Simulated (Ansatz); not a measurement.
A working Ansatz (an electronic-structure program) input for Rb₂AgRuF₆ (Fm-3m, 10 atoms in the cell) (DFT, LDA (PW92), plane waves, default PAW files made with PBE):

Ansatz 0.2 input:
```yaml
crystal:
  lattice:
    - [0.00000000, 4.50717300, 4.50717300]
    - [4.50717300, 0.00000000, 4.50717300]
    - [4.50717300, 4.50717300, 0.00000000]
  atoms:
    - { symbol: Rb, position: [0.75000000, 0.75000000, 0.75000000] }
    - { symbol: Rb, position: [0.25000000, 0.25000000, 0.25000000] }
    - { symbol: Ag, position: [0.50000000, 0.50000000, 0.50000000] }
    - { symbol: Ru, position: [0.00000000, 0.00000000, 0.00000000], spin: 2.0 }
    - { symbol: F, position: [0.77141000, 0.22859000, 0.22859000] }
    - { symbol: F, position: [0.22859000, 0.77141000, 0.77141000] }
    - { symbol: F, position: [0.22859000, 0.77141000, 0.22859000] }
    - { symbol: F, position: [0.77141000, 0.22859000, 0.77141000] }
    - { symbol: F, position: [0.22859000, 0.22859000, 0.77141000] }
    - { symbol: F, position: [0.77141000, 0.77141000, 0.22859000] }
kpoints:
  mp_grid: { grid: [3, 3, 3] }
hamiltonian:
  xc: lda
  pseudopotentials: { kind: paw }
magnetization:
  spin_polarized: true
scf:
  occupations: { method: fermi_dirac, width: 0.1 eV }
output:
  forces: true
  eigenvalues: true
  stress: true
```

The run converged in 14 iterations: free energy E − TS (on the zero of these files) -24322.5973 eV; Fermi level (on the code's own zero) 5.74 eV; pressure -9.04 GPa; largest force (vector length) 0.693 eV/Å; size of the cell's spin moment 0.98 μB. Each of these slips is then made, one at a time:

(1)
```diff
-  occupations: { method: fermi_dirac, width: 0.1 eV }
+  occupations: { method: fermi_dirac, width: 1.36 eV }
```

(2)
```diff
-  mp_grid: { grid: [3, 3, 3] }
+  mp_grid: { grid: [1, 1, 1] }
-  occupations: { method: fermi_dirac, width: 0.1 eV }
+  occupations: { method: fermi_dirac, width: 0.001 eV }
```

What happens in each case?


(1) A smearing width that is far too large. The run converged in 14 iterations without an error; against the sound input the free energy drops by 903 meV/atom, the pressure goes from -9.04 to -1.38 GPa, the largest force goes from 0.693 to 0.245 eV/Å and the size of the net moment goes from 0.10 to 0.00 μB/atom.

(2) A very narrow smearing on a coarse mesh in a metal. The run converged in 12 iterations without an error; against the sound input the free energy rises by 130 meV/atom, the pressure goes from -9.04 to -6.80 GPa, the largest force goes from 0.693 to 0.560 eV/Å and the size of the net moment stays at 0.10 μB/atom.

The starting cell comes from a database of computed structures (which also holds hypothetical and non-ambient phases and stackings), without a prior relaxation at this level. Its lattice was rescaled by a random factor within 2.5 % of one. With one magnetic atom in the cell only a parallel order is possible. In the base run, with a pressure of about -9 GPa the cell is away from its equilibrium volume at this level. Ansatz's pressure includes its estimate of the finite-basis (Pulay) stress.

Left out of this page: 3 runs of the series outside the window shown, repeating another row's setting, or not comparable.
